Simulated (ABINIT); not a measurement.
A self-consistent single point of NbZn3 (Pm-3m, 4 atoms in the cell) with ABINIT.

Computed with PBEsol, PAW (JTH v2.0 PBE PAW, files made for PBE) (plane waves; ABINIT).

```
CELL_PARAMETERS angstrom
      3.90998     0.00000     0.00000
      0.00000     3.90998     0.00000
      0.00000     0.00000     3.90998
ATOMIC_POSITIONS crystal
  Nb 0.00000 0.00000 0.00000
  Zn 0.50000 0.00000 0.50000
  Zn 0.00000 0.50000 0.50000
  Zn 0.50000 0.50000 0.00000
```

Reference input (self-consistent single point, DFT, PBEsol, plane waves, PAW (JTH v2.0 PBE PAW, files made for PBE)): pseudos = [Nb.GGA_PBE-JTH.xml, Zn.GGA_PBE-JTH.xml]; ecut = 60 Ry; pawecutdg = 120 Ry; pawxcdev = 0; ixc = -116133; occopt = 3; tsmear = 0.1 eV; ngkpt = 7 7 7; nshiftk = 1; shiftk = 0 0 0; potentials = JTH v2.0 PBE PAW; nband = 33. This run's input differs from it in these lines:

```diff
@@ -25,3 +25,3 @@
 kptopt 1
-ngkpt 7 7 7
+ngkpt 5 5 5
 nshiftk 1
```

The program printed (abridged):

```
--- !BeginCycle
solver: {iscf: 17, nstep: 50, nline: 4, wfoptalg: 10, }
tolerances: {tolvrs: 1.00E-10, }
...

     iter   Etot(hartree)      deltaE(h)  residm     nres2
 ETOT  1  -248.21440753753    -2.482E+02 7.984E+00 1.386E+01
 ETOT  2  -250.47308489958    -2.259E+00 5.105E-01 8.984E+00
 ETOT  3  -250.45714331550     1.594E-02 1.670E-01 1.470E+00
 ETOT  4  -250.45897529116    -1.832E-03 1.007E-01 1.627E+00
 ETOT  5  -250.45624485579     2.730E-03 6.536E-02 3.378E-02
   [... 11 lines left out ...]
 ETOT 17  -250.45771736472    -1.322E-11 1.252E-03 2.717E-09
 ETOT 18  -250.45771736472     2.046E-12 6.289E-04 1.064E-09
 ETOT 19  -250.45771736472    -2.018E-12 8.729E-04 2.330E-10
 ETOT 20  -250.45771736472     1.023E-12 4.069E-04 8.141E-12
 At SCF step   20       nres2   =  8.14E-12 < tolvrs=  1.00E-10 =>converged.

 Cartesian components of stress tensor (hartree/bohr^3)
  sigma(1 1)=  1.12152309E-04  sigma(3 2)=  0.00000000E+00
  sigma(2 2)=  1.12152309E-04  sigma(3 1)=  0.00000000E+00
  sigma(3 3)=  1.12152309E-04  sigma(2 1)=  0.00000000E+00

 ----iterations are completed or convergence reached----

 reduced coordinates (array xred) for    4 atoms
       0.000000000000      0.000000000000      0.000000000000
       0.500000000000      0.000000000000      0.500000000000
       0.000000000000      0.500000000000      0.500000000000
       0.500000000000      0.500000000000      0.000000000000
 cartesian forces (eV/Angstrom) at end:
    1     -0.00000000000000    -0.00000000000000    -0.00000000000000
   [... lines left out ...]
 Fermi (or HOMO) energy (eV) =  11.62613   Average Vxc (eV)= -11.53127
   [... lines left out ...]
'-kT*entropy'       : -2.79958905402474E-03
total_energy        : -2.50457718094659E+02
total_energy_eV     : -6.81530110777342E+03
...

-Cartesian components of stress tensor (GPa)         [Pressure= -3.2996E+00 GPa]
- sigma(1 1)=  3.29963430E+00  sigma(3 2)=  0.00000000E+00
- sigma(2 2)=  3.29963430E+00  sigma(3 1)=  0.00000000E+00
- sigma(3 3)=  3.29963430E+00  sigma(2 1)=  0.00000000E+00

 Calculation completed.
```

The run converged in 20 iterations. Against the reference run the free energy rises by 1.6 meV/atom and the pressure moves little (-3.37 to -3.30 GPa).

The starting cell comes from a database of computed structures (which also holds hypothetical and non-ambient phases and stackings), without a prior relaxation at this level. Spin polarisation is off. The potentials were made for another functional than the one used. With a pressure of about -3 GPa the cell is away from its equilibrium volume at this level.

Cost on one core of a shared machine: roughly 60 s.
